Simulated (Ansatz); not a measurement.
A computed series for Ga2O3: response to strain

Base system: Ga2O3 in the corundum structure (space group R-3c, No. 167; a = 5.000 Å, c = 13.449 Å (hexagonal axes)). Axes: x lies along a and z along c of the hexagonal cell.

Strains are applied to the cell and any free atomic positions relax; under biaxial strain the out-of-plane vector relaxes too.

The values are results of Kohn–Sham DFT with the PBEsol functional, run in Ansatz (a quantum-chemistry and plane-wave program) with PAW and 420 eV plane waves, scalar-relativistic without spin-orbit coupling, not measurements.

```tsv
biaxial strain, plane normal [001], relaxed out of plane (%)	out-of-plane strain (%)
0	0.00
0.75	-0.56
1.5	-1.11
2.25	?
3	-2.16
```

**Question.** Fit ε⊥ = −νε + γε² (strains in %) to the rows shown and predict the withheld row.

**Answer.** Least squares on the printed values gives ν = 0.76 (the biaxial Poisson response) and γ = 0.013 (largest residual 0.00 %); this predicts -1.64 %, and the run gives -1.64 %, in agreement.

Stability against distortions was not tested.
